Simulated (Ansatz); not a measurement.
Input and output of a self-consistent single point for a (110) slab of HgPt3 (cut from a parent of space group no. 65; 8 atoms in the cell) (Ansatz, an electronic-structure program).

Method of the run: PBEsol, default PAW files made with PBE (plane waves; Ansatz).

```yaml
crystal:
  lattice:
    - [2.89696, 0.00000, 0.00000]
    - [0.00000, 4.91220, 0.00000]
    - [0.00000, 0.00000, 21.02841]
  atoms:
    - { symbol: Hg, position: [0.00000, 0.07683, 0.44429] }
    - { symbol: Hg, position: [0.00000, 0.37705, 0.66712] }
    - { symbol: Pt, position: [0.00000, 0.42672, 0.33288] }
    - { symbol: Pt, position: [0.50000, 0.92672, 0.33288] }
    - { symbol: Pt, position: [0.50000, 0.57683, 0.44429] }
    - { symbol: Pt, position: [0.00000, 0.72694, 0.55571] }
    - { symbol: Pt, position: [0.50000, 0.22694, 0.55571] }
    - { symbol: Pt, position: [0.50000, 0.87705, 0.66712] }
```

Reference input (self-consistent single point, DFT, PBEsol, plane waves, default PAW files made with PBE): basis.ecutwfc = 420 eV; kpoints.mp_grid.grid = 8 5 1; hamiltonian.xc = pbesol; hamiltonian.pseudopotentials = {kind: paw} (the program's default PAW files); scf.occupations.method = fermi_dirac; scf.occupations.width = 0.1 eV. This run's input differs from it in these lines:

Ansatz 0.2 input:
```diff
@@ -18,3 +18,3 @@
 kpoints:
-  mp_grid: { grid: [8, 5, 1] }
+  mp_grid: { grid: [13, 8, 1] }
 hamiltonian:
```

Log, with long lists cut:

```
SCF iter   1: F=—  HF=-101636.277732 eV  |F-HF|=—  |Δ(HF+E_count)|=         —  Δρ=9.72e-3  dr2=2.78e0  ethr=1.77e-3  ⟨swp⟩=7.4  Hψ=12996  notcnv=0  defer=94
all-band conjugate gradients solve this SCF's bands
preconditioner: auto → LDOS
SCF iter   2: F=—  HF=-101636.224121 eV  |F-HF|=—  |Δ(HF+E_count)|=   5.36e-2  Δρ=3.42e-3  dr2=8.65e-2  ethr=1.77e-3  ⟨swp⟩=1.9  Hψ=3743  notcnv=0  defer=144
   [... lines left out ...]
SCF iter   7: F=—  HF=-101636.222112 eV  |F-HF|=—  |Δ(HF+E_count)|=   1.06e-6  Δρ=2.77e-5  dr2=4.98e-6  ethr=1.74e-8  ⟨swp⟩=2.1  Hψ=4541  notcnv=0  defer=139
SCF iter   8: F=—  HF=-101636.222112 eV  |F-HF|=—  |Δ(HF+E_count)|=   9.56e-8  Δρ=1.25e-5  dr2=9.16e-7  ethr=3.36e-9  ⟨swp⟩=2.0  Hψ=4426  notcnv=0  defer=139
SCF iter   9: F=—  HF=-101636.222112 eV  |F-HF|=—  |Δ(HF+E_count)|=   6.64e-7  Δρ=4.98e-6  dr2=1.37e-7  ethr=6.19e-10  ⟨swp⟩=2.0  Hψ=4447  notcnv=0  defer=139
SCF iter  10: F=-101636.222113 eV  HF=-101636.222113 eV  |F-HF|=5.11e-8  |Δ(HF+E_count)|=   6.62e-7  Δρ=1.77e-6  dr2=1.86e-8  ethr=6.76e-11  ⟨swp⟩=15.0  Hψ=14551  notcnv=0
SCF 1 converged in 10 iterations: F = -101636.222113 eV  dr2 = 1.86e-8
Free energy (F): -101636.222113 eV
Internal energy: -101635.959560 eV  (E = F + TS)
E sigma→0 (E₀):  -101636.090836 eV
Entropy (-TS):   -0.262553 eV (-32.819 meV/atom)
Fermi energy:    6.190652 eV
--- Forces (eV/Å), atoms counted from 1 ---
  atom   1  Hg     0.00000000     0.03280451    -0.15621154
  atom   2  Hg     0.00000000     0.06093932     0.67198822
  atom   3  Pt     0.00000000     0.13835293     0.69622252
  atom   4  Pt     0.00000000    -0.17081689     0.31241788
  atom   5  Pt     0.00000000    -0.01868928     0.06189113
  atom   6  Pt     0.00000000    -0.11987130    -0.12649085
  atom   7  Pt     0.00000000     0.07522066    -0.33443125
  atom   8  Pt     0.00000000     0.00206256    -1.12538839
--- Stress (GPa, compression-positive) ---
       -7.285177       0.000000       0.000000
        0.000000      -7.079162       0.142756
        0.000000       0.142756      -2.981412
  P = ⅓ Tr σ = -5.7819 GPa (-57.819 kbar)
  The stress holds the Pulay correction. Without it, at fixed plane waves, as pw.x and ABINIT print it: P = -5.8052 GPa
```

The run converged in 10 iterations. Against the reference run the free energy is nearly the same (within 1 meV/atom) and the largest force goes from 1.137 to 1.125 eV/Å.

The starting cell comes from a database of computed structures (which also holds hypothetical and non-ambient phases and stackings), without a prior relaxation at this level. The slab is cut from that crystal, and its faces are unrelaxed. Its lattice was rescaled by up to half a per cent. Spin-orbit coupling is off. Spin polarisation is off. The two faces of this cut differ, and no dipole correction was used. Forces in this geometry exceed 1 eV/Å.

Cost on one core of a shared machine: roughly 2 min.
